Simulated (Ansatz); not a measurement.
# Pressure series in SnTe

The parent structure is SnTe in the rock salt structure (space group Fm-3m, No. 225; a = 6.289 Å).

Cell and atoms are relaxed at each pressure.

Method: Ansatz (a program for electronic structure) PBEsol, without spin-orbit coupling.

Two rows of this table had their results exchanged by mistake.

| pressure | volume per atom (Å³) | shortest distance (Å) | band gap |
|---|---|---|---|
| pressure −2 GPa | 32.60 | 3.194 | zero |
| pressure 15 GPa | 25.36 | 2.938 | zero |
| pressure 30 GPa | 17.39 | 2.591 | zero |
| pressure 50 GPa | 20.39 | 2.732 | zero |
| pressure 75 GPa | 18.62 | 2.651 | zero |
| pressure 100 GPa | 22.63 | 2.828 | zero |

Problem. Which two?

Solution. The rows for pressure 30 GPa and pressure 100 GPa: the volume has to fall steadily with pressure, so 22.63 Å³ belongs to pressure 30 GPa and 17.39 Å³ to pressure 100 GPa.

Spin-orbit coupling, missing from the scalar runs, can matter with Te. Load acts through the strain it causes; cell and atoms are relaxed under it. No phonon test of stability was made. Competing high-pressure phases were not computed. The final runs are not spin-polarised. Gaps under 0.05 eV, about the width of the smearing, are given as zero. A zero or small gap of SnTe can be the functional's error rather than a property of the material.
